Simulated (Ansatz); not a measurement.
Several settings converged on the (110) slab of Sb2Os (cut from a parent of space group no. 58; 12 atoms in the cell)

```
CELL_PARAMETERS angstrom
      3.23339     0.00000     0.00000
      0.00000     8.96143     0.00000
      0.00000     0.00000    22.53858
ATOMIC_POSITIONS crystal
  Sb 0.50000 0.11814 0.36644
  Sb 0.50000 0.67953 0.43618
  Sb 0.00000 0.45979 0.31058
  Sb 0.00000 0.33788 0.49204
  Os 0.50000 0.39883 0.40131
  Os 0.00000 0.89883 0.40131
  Sb 0.50000 0.67767 0.56383
  Sb 0.50000 0.23906 0.63356
  Sb 0.00000 0.01932 0.50797
  Sb 0.00000 0.89741 0.68942
  Os 0.50000 0.95837 0.59869
  Os 0.00000 0.45837 0.59869
```

Base method: LDA (PW92), default PAW files made with PBE (plane waves; Ansatz, a first-principles code).

Base settings: basis.ecutwfc = 420 eV; kpoints.mp_grid.grid = 3 2 1; hamiltonian.xc = lda; hamiltonian.pseudopotentials = {kind: paw} (the program's default PAW files); scf.occupations.method = fermi_dirac; scf.occupations.width = 0.05 eV.

The count of work is k-points × plane waves × bands × iterations; it is no time. 

**The vacuum**

The mesh stays at the base's, so the ladder's end is converged at best in this setting alone.

Only quantities that move along the ladder and can be compared are tabulated.

```csv
vacuum between outermost atoms (Å),free energy less the last step's (meV/atom),largest difference of a force vector from the last step's (eV/Å),count of work / last
3.0,-23.50,0.176,0.30
4.0,-5.30,0.049,0.33
5.0,-1.07,0.016,0.35
6.0,-0.19,0.007,0.34
7.0,-0.01,0.003,0.36
8.0,0.00,0.001,0.39
10.0,0.02,0.000,0.43
12.0,0.01,0.000,0.48
14.0,0.00,0.000,0.53
17.0,0.00,0.000,0.60
20.0,0.01,0.000,0.67
25.0,-0.01,0.001,0.78
30.0,0.00,0.000,1.0
```

Smallest vacuum between outermost atoms (Å) that holds the forces within 0.02 eV/Å of the last step, with all finer ones: 5.0, at 0.35 of the last step's count of work; the step before is off by 0.049 eV/Å.

Smallest vacuum between outermost atoms (Å) that holds the free energy within 1 meV/atom of the last step, with all finer ones: 6.0, at 0.34 of the last step's count of work; the step before is off by 1.1 meV/atom.

**The plane-wave cutoff**

The mesh stays at the base's, so the ladder's end is converged at best in this setting alone.

Only quantities that move along the ladder and can be compared are tabulated.

```csv
basis.ecutwfc,free energy less the last step's (meV/atom),largest difference of a force vector from the last step's (eV/Å),count of work / last
210 eV,6092.43,0.833,0.14
250 eV,1168.40,0.087,0.18
295 eV,140.86,0.035,0.21
355 eV,6.09,0.004,0.27
420 eV,2.00,0.002,0.35
505 eV,0.48,0.000,0.47
630 eV,0.17,0.000,0.65
840 eV,0.00,0.000,1.0
```

Coarsest basis.ecutwfc that holds the forces within 0.01 eV/Å of the last step, with all finer ones: 355 eV, at 0.27 of the last step's count of work; the step before is off by 0.035 eV/Å.

Coarsest basis.ecutwfc that holds the free energy within 1 meV/atom of the last step, with all finer ones: 505 eV; the step before is off by 2.0 meV/atom.

On the base run: the starting cell comes from a database of computed structures (which also holds hypothetical and non-ambient phases and stackings), without a prior relaxation at this level. The slab is cut from that crystal, and its faces are unrelaxed. Its lattice was rescaled by up to half a per cent. Spin polarisation is off. In the base run, forces exceed 1 eV/Å. Without a gap this mesh is coarse (it stands for a supercell whose shortest in-plane vector is 10 Å).

Left out of this page: 1 run of the series outside the window shown, repeating another row's setting, or not comparable.

Keys are those of Ansatz 0.2.
